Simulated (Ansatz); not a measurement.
The reference is Ag₂S in the anti-fluorite structure (space group Fm-3m, No. 225; a = 6.0902 Å; a model cell, its experimental status unchecked).

Level of theory: Ansatz (a program for electronic structure) PBEsol, no spin-orbit coupling, earlier PAW set.

Before the change:

```
Quantity              Result
-------------------  -------
Lattice parameter a  6.090 Å
```

Perturbation: full substitution Ag → Tl, then cell and atoms are relaxed.

Tabulated Pauling electronegativity and covalent radius: Ag 1.93, 1.45 Å; Tl 1.62, 1.45 Å.

Problem. How does this affect the lattice parameter a?

Solution. The lattice parameter a rises by 1.061 Å (6.090 Å → 7.151 Å).

No phonon test of stability was made. As relaxed here, Tl2S is a hypothetical phase, not in the database extracts checked. The final runs are not spin-polarised. This is not the structure that Ag2S has at room temperature and ambient pressure.
